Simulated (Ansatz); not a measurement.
We consider BeTe (model structure, from the NiAs type, P6₃/mmc, No. 194), described by PBE (Ansatz, an electronic-structure program, plane waves, PAW).

From the output:

```
Crystal: 4 atoms, lattice volume = 74.819 Å³
Basis set: ecut = 520 eV, 1973 PW (Γ), exchange–correlation on 60×60×90 points (8 copies of the dense FFT grid, shifted against one another)
Bands: 22, of which v1, the nominal top of the filled ones, is band 18 counted from 1 (17 counted from 0)
Symmetry: 24 space group operations
Space group: P63/mmc (ITA 194), of the structure as read, at distance tolerance 4.2e-5 Å
k-points: 222 of 3240
Functional: x = pbe(κ = 0.804, μ = 0.2195149727645171), c = pbe(β = 0.06672455060314922)
SCF iter   1: F=—  HF=-14144.905038 eV  |F-HF|=—  |Δ(HF+E_count)|=         —  Δρ=1.79e-3  dr2=2.85e-3
SCF iter   2: F=—  HF=-14144.903981 eV  |F-HF|=—  |Δ(HF+E_count)|=   1.06e-3  Δρ=1.07e-3  dr2=9.49e-4
  ...
SCF iter   7: F=—  HF=-14144.903888 eV  |F-HF|=—  |Δ(HF+E_count)|=   3.53e-8  Δρ=3.82e-6  dr2=1.51e-8
SCF iter   8: F=-14144.903888 eV  HF=-14144.903888 eV  |F-HF|=1.35e-10  |Δ(HF+E_count)|=   7.24e-9  Δρ=3.77e-7  dr2=1.33e-10
SCF 1 converged in 8 iterations: F = -14144.903888 eV  dr2 = 1.33e-10
SCF converged after 8 iterations
Free energy (F): -14144.903888 eV
Internal energy: -14144.898677 eV  (E = F + TS)
E sigma→0 (E₀):  -14144.901283 eV
Fermi energy:    10.445496 eV
--- Stress (GPa, compression-positive) ---
        2.399662       0.000000       0.000000
        0.000000       2.399662       0.000000
        0.000000       0.000000       2.269383
  P = ⅓ Tr σ = 2.3562 GPa (23.562 kbar)
```

Question: Write an input file that produces this run.

Answer: This is not unique; one that fits is 
Ansatz 0.2 input:
```yaml
crystal:
  lattice:
    - [3.8106635269, -0.0000002879, 0.0]
    - [-1.9053315141, 3.3001315635, 0.0]
    - [0.0, 0.0, 5.9495175725]
  atoms:
    - { symbol: Be, position: [0.0, 0.0, 0.0] }
    - { symbol: Be, position: [0.0, 0.0, 0.5] }
    - { symbol: Te, position: [0.3333333333, 0.6666666667, 0.25] }
    - { symbol: Te, position: [0.6666666667, 0.3333333333, 0.75] }
basis:
  ecutwfc: 520
  ecutrho_ratio: 4
  xc_grid: 2
kpoints:
  mp_grid: { grid: [18, 18, 10] }
hamiltonian:
  xc: pbe
  dispersion: none
  pseudopotentials: { kind: paw }
scf:
  occupations: { method: fermi_dirac, width: 0.05 }
  convergence: { dr2_threshold: 0.0000000004 }
output:
  forces: true
  stress: true
  eigenvalues: true
```

Note: the cell keeps the symmetry of its start, so it can be a saddle point. Note: cell and atoms aren't relaxed at this level (pressure 2.4 GPa).

A model structure was made by putting elements into a prototype or built by hand; it is no filed structure, need not be a known phase, and can be a saddle point held by its symmetry.
